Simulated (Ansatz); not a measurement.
# Quick settings and what they miss: BaWN3 (C2/m, 10 atoms in the cell)

Self-consistent single point.

```
CELL_PARAMETERS angstrom
      6.83322    -1.93220     0.00000
      6.83322     1.93220     0.00000
     -1.68893     0.00000     6.23212
ATOMIC_POSITIONS crystal
  Ba 0.60589 0.60589 0.31443
  Ba 0.39411 0.39411 0.68557
  W  0.83953 0.83953 0.12064
  W  0.16047 0.16047 0.87936
  N  0.14583 0.14583 0.59805
  N  0.85417 0.85417 0.40195
  N  0.03347 0.03347 0.94476
  N  0.96653 0.96653 0.05524
  N  0.30943 0.30943 0.02302
  N  0.69057 0.69057 0.97698
```

Method of the run: PBEsol, PAW files made with PBE (plane waves; Ansatz, a quantum-chemistry and plane-wave program).

Base settings: basis.ecutwfc = 420 eV; kpoints.mp_grid.grid = 6 6 4; hamiltonian.xc = pbesol; hamiltonian.pseudopotentials = {kind: paw} (the program's default PAW files); scf.occupations.method = fixed.

Tight run (finer mesh or higher cutoff; not a proven limit): basis.ecutwfc: 420 eV → 590 eV; kpoints.mp_grid.grid: 6 6 4 → 9 9 6; scf.convergence.dr2_threshold: default (1e-07 eV) → 1e-09 eV. It gave top of the valence band (on the code's own zero) 10.46 eV; gap on the k-point mesh 1.19 eV; pressure 2.21 GPa; largest force (vector length) 0.818 eV/Å.

Quick runs, as changes from the base:
- A: the base itself
- B: basis.ecutwfc: 420 eV → 250 eV; kpoints.mp_grid.grid: 6 6 4 → 6 6 6; scf.occupations.method: fixed → methfessel_paxton; scf.occupations.width: default → 0.136 eV; scf.convergence.dr2_threshold: default (1e-07 eV) → 0.0001 eV
- C: basis.ecutwfc: 420 eV → 250 eV; kpoints.mp_grid.grid: 6 6 4 → 3 3 3; hamiltonian.xc: pbesol → lda; scf.occupations.method: fixed → fermi_dirac; scf.occupations.width: default → 0.5 eV [LDA (PW92)]
- D: basis.ecutwfc: 420 eV → 295 eV; kpoints.mp_grid.grid: 6 6 4 → 4 4 4; scf.occupations.method: fixed → methfessel_paxton; scf.occupations.width: default → 0.272 eV
- E: basis.ecutwfc: 420 eV → 335 eV; kpoints.mp_grid.grid: 6 6 4 → 6 6 6; scf.occupations.method: fixed → gaussian; scf.occupations.width: default → 0.136 eV

Energies are extrapolated to zero smearing width, which holds to low order in the width alone.

Dashes: energy of C, another energy zero; gap of C, left out as unsure on this mesh or at this smearing.

Gaps are read on each run's own mesh, which may miss the band edges.

† marks runs with another functional, U, potentials or spin treatment: their distance from the tight run is not a convergence error alone.

The count of work is k-points × plane waves × bands × iterations; it is no time. 

Pressures in the table are Ansatz's without its Pulay estimate, at a fixed set of plane waves; the tight run's value above holds the estimate.

The starting cell comes from a database of computed structures (which also holds hypothetical and non-ambient phases and stackings), without a prior relaxation at this level. Its lattice was rescaled by a random factor within 2.5 % of one. Spin-orbit coupling is off.

```tsv
run	energy less tight (meV/atom)	pressure less tight (GPa)	largest miss in a force vector (eV/Å)	gap on the mesh less tight (eV)	count of work / tight
A	2.3	-0.21	0.004	0.023	0.17
B	584.8	-26.62	0.333	-0.023	0.082
C†	–	-30.37	1.168	–	0.019
D	155.4	-8.87	0.170	-0.004	0.042
E	44.4	-3.08	0.045	-0.003	0.16
```

Among the runs at the tight run's level, the energy misses run from 2.3 to 584.8 meV/atom.

Left out of this page: 1 run of the series outside the window shown, repeating another row's setting, or not comparable.

Keys are those of Ansatz 0.2.
